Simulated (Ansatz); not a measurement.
The starting structures come from a database of crystals and need not be the phases stable at ambient conditions.

 Where the default PAW files enter, the runs use the earlier of Ansatz's two default sets.

Inside the gap of an insulator the Bloch states are evanescent, with a wavenumber k + iκ along the transport direction.

Given:

```yaml
crystal:
  lattice:
    - [5.68506, 0.00000, 0.00000]
    - [0.00000, 9.96632, 0.00000]
    - [0.00000, -3.37948, 4.71806]
  atoms:
    - { symbol: La, position: [0.98854, 0.25000, 0.20538] }
    - { symbol: La, position: [0.01146, 0.75000, 0.79462] }
    - { symbol: La, position: [0.48854, 0.75000, 0.29462] }
    - { symbol: La, position: [0.51146, 0.25000, 0.70538] }
    - { symbol: Sc, position: [0.00000, 0.00000, 0.50000] }
    - { symbol: Sc, position: [0.50000, 0.00000, 0.00000] }
    - { symbol: Sc, position: [0.50000, 0.50000, 0.50000] }
    - { symbol: Sc, position: [0.00000, 0.50000, 0.00000] }
    - { symbol: O, position: [0.10052, 0.25000, 0.78377] }
    - { symbol: O, position: [0.89948, 0.75000, 0.21623] }
    - { symbol: O, position: [0.60052, 0.75000, 0.71623] }
    - { symbol: O, position: [0.39948, 0.25000, 0.28377] }
    - { symbol: O, position: [0.29638, 0.94648, 0.24276] }
    - { symbol: O, position: [0.70362, 0.05352, 0.75724] }
    - { symbol: O, position: [0.79638, 0.05352, 0.25724] }
    - { symbol: O, position: [0.20362, 0.94648, 0.74276] }
    - { symbol: O, position: [0.20362, 0.55352, 0.34980] }
    - { symbol: O, position: [0.79638, 0.44648, 0.65020] }
    - { symbol: O, position: [0.70362, 0.44648, 0.15020] }
    - { symbol: O, position: [0.29638, 0.55352, 0.84980] }
```

Space group of this cell: Pnma. The cell is taken as given; by PBEsol its mean pressure is -3.7 GPa.

Transport runs along the normal of the first two printed cell vectors.

No gap correction and no spin-orbit coupling; mid-gap values are interpolated between computed energies.

Task: State the band gap and the smallest decay constant κ at mid-gap according to PBEsol run with Ansatz (a first-principles code).

Result: Gap 3.89 eV on a 6×6×6 mesh; κ = 0.370 1/Å, at the zone centre.
